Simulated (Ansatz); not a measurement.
Functionals compared on a constructed model of the (0001) surface of hcp Ti, a pseudomorphic layer of Re in the host's stacking (bottom of the slab: a bare face, its two planes held), in Ansatz (plane waves, PAW). The structure was relaxed with PBE; the other rows are single points on it. Cutoff 420 eV (500 eV for r2SCAN).

Slab: 7 atoms, 14.4 Å thick at the start; k 15x15x1, smearing 0.1 eV, dipole-corrected; 2 atoms held, the rest relaxed; symmetry of the start imposed; no spin, no spin-orbit, no U. In PBE it lies 0.03 eV a 1x1 cell over the lowest computed structure of the same composition (a pseudomorphic layer of Re in the other hollow). These notes are the PBE run's.

| functional | work function of the top face (eV) | rough cost of the single point |
|---|---|---|
| PBE | 4.51 | – |
| RPBE | 4.37 | very roughly 26 core-seconds |
| r2SCAN | 4.52 | about 50 core-seconds (a rough figure) |

Ansatz is a program for electronic structure.
